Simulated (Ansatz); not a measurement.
An Ansatz (a first-principles code) run: Al with a change (biaxial strain −0.50 %, plane normal [001], relaxed out of plane); LDA (Ansatz), without spin-orbit coupling.

Input:

Ansatz 0.2 input:
```yaml
crystal:
  lattice:
    - [2.8029372238, 0, 0]
    - [0, 2.8029372238, 0]
    - [1.4014686119, -1.4014686119, 1.9969154352]
  atoms:
    - { symbol: Al, position: [0, 0, 0] }
basis: { ecutwfc: 420, ecutrho_ratio: 4, xc_grid: 2, fft_grid_basis: typed }
kpoints: { mp_grid: { grid: [28, 28, 28] } }
hamiltonian:
  xc: lda
  dispersion: none
  pseudopotentials: { kind: paw }
scf: { occupations: { method: fermi_dirac, width: 0.1 } }
relax: { f_tol: 0.005, max_steps: 50, cell: { stress_tol: 0.01, fix: [a, b, gamma] } }
output: { forces: true, stress: true }
checkpoint: { write: state.ck, write_every: 1000 }
```

Output (explanatory and most iteration lines left out):

```
Relaxation: its limit of steps is 50 (relax.max_steps)
Pseudopotential: Al, paw, valence charge 3
Crystal: 1 atoms, lattice volume = 15.689 Å³
Basis set: ecut = 420 eV, 315 PW (Γ), exchange–correlation on 40×40×40 points (8 copies of the dense FFT grid, shifted against one another)
Bands: 6, of which v1, the nominal top of the filled ones, is band 2 counted from 1 (1 counted from 0)
Symmetry: 16 space group operations
Space group: I4/mmm (ITA 139), of the structure as read, at distance tolerance 2.5e-5 Å
k-points: 1639 of 21952
Functional: x = slater, c = lda
SCF iter   1: F=—  HF=-512.884513 eV  |F-HF|=—  |Δ(HF+E_count)|=         —  Δρ=3.46e-3  dr2=1.77e-3  ethr=1.77e-3  ⟨swp⟩=4.8  Hψ=86305  notcnv=0
SCF iter   2: F=—  HF=-512.883869 eV  |F-HF|=—  |Δ(HF+E_count)|=   6.44e-4  Δρ=1.57e-3  dr2=3.51e-4  ethr=5.89e-5  ⟨swp⟩=1.0  Hψ=22950  notcnv=0  defer=6
SCF 1 converged in 6 iterations: F = -512.883720 eV  dr2 = 4.20e-15
relax step   1: F+E_penalty+E_count = -512.88371996 eV  Δ(F+E_penalty+E_count) = +0.000e0 eV  max|allowed force component| = 0.000e0 eV/Å  Δτ_max = 0.0000 Å  P = +0.645 GPa  Ω = 15.689 Å³  fix = [a, b, gamma]  reactions: a +0.765, b +0.765 GPa  (6 SCF iters, dr2 threshold 1.00e-7 eV, accepted)
[... steps on the carried basis left out ...]
relax step   3: F+E_penalty+E_count = -512.88376154 eV  Δ(F+E_penalty+E_count) = +1.644e-6 eV  max|allowed force component| = 0.000e0 eV/Å  Δτ_max = 0.0000 Å  P = +0.352 GPa  Ω = 15.742 Å³  energy of the carried Pulay correction = -2.612e-5 eV  fix = [a, b, gamma]  reactions: a +0.528, b +0.528 GPa  (3 SCF iters, dr2 threshold 3.74e-8 eV, accepted)
Crystal: 1 atoms, lattice volume = 15.742 Å³
SCF iter   1: F=—  HF=-512.883788 eV  |F-HF|=—  |Δ(HF+E_count)|=         —  Δρ=4.74e-6  dr2=2.35e-10  ethr=3.01e-9  ⟨swp⟩=3.3  Hψ=117105  notcnv=0
SCF iter   2: F=—  HF=-512.883788 eV  |F-HF|=—  |Δ(HF+E_count)|=   1.66e-9  Δρ=2.38e-6  dr2=5.93e-11  ethr=7.85e-12  ⟨swp⟩=1.2  Hψ=10144  notcnv=0
SCF 4 converged in 3 iterations: F = -512.883788 eV  dr2 = 4.08e-14
SCF converged after 3 iterations
Free energy (F): -512.883788 eV
Internal energy: -512.870380 eV  (E = F + TS)
E sigma→0 (E₀):  -512.877084 eV
Entropy (-TS):   -0.013408 eV (-13.408 meV/atom)
Fermi energy:    8.232434 eV
--- Forces (eV/Å), atoms counted from 1 ---
  atom   1  Al     0.00000000    -0.00000000     0.00000000
--- Stress (GPa, compression-positive) ---
        0.529681       0.000000      -0.000000
        0.000000       0.529681       0.000000
       -0.000000       0.000000       0.008011
  P = ⅓ Tr σ = 0.3558 GPa (3.558 kbar)
--- Relaxed structure (3 steps of the walk, 3 accepted, 1 SCFs on fresh bases) ---
  cell:  # Å, volume = 15.7423 Å³
    - [2.8029372238, -4.491380828556097e-111, -2.6739096990300824e-32]
    - [-4.491380828556097e-111, 2.8029372238, -2.5876545474484666e-33]
    - [1.4014686119, -1.4014686119, 2.003737830648094]
  atoms:
    - { symbol: Al, position: [0.0, 0.0, 0.0] }
```

Whether these cells are dynamically stable was not tested. The cell was made from Al in the fcc (Cu type) structure (space group Fm-3m, No. 225) by this change: biaxial strain −0.50 %, plane normal [001], relaxed out of plane.
